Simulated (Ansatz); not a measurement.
Cohesive energy of BBi (model structure, from the WC type, P-6m2, No. 187) at several levels of theory

No measured value is used here.

```
level (code)         value (eV/atom)  cell (Å³/atom)
-------------------  ---------------  --------------
LDA (Ansatz)                    3.94           18.06
PBE (Ansatz)                    3.03           19.29
PBEsol (Ansatz)                 3.47           18.47
PBE-D3(BJ) (Ansatz)             3.39           18.49
r²SCAN (Ansatz)                  [?]           19.10
```

**Question.** Fill in the missing entries.

**Answer.** 
- r²SCAN (Ansatz, a program for electronic structure), value (eV/atom): 2.81

Density-functional levels without +SOC have no spin–orbit coupling, which shifts binding energies of heavy elements. Each level is taken at its own relaxed cell. Cutoffs differ between the levels. Ansatz's density-functional and Hartree–Fock values are scalar-relativistic unless marked +SOC, with PAW data made under PBE.

A model structure was made by putting elements into a prototype or built by hand; it is no filed structure, need not be a known phase, and can be a saddle point held by its symmetry.
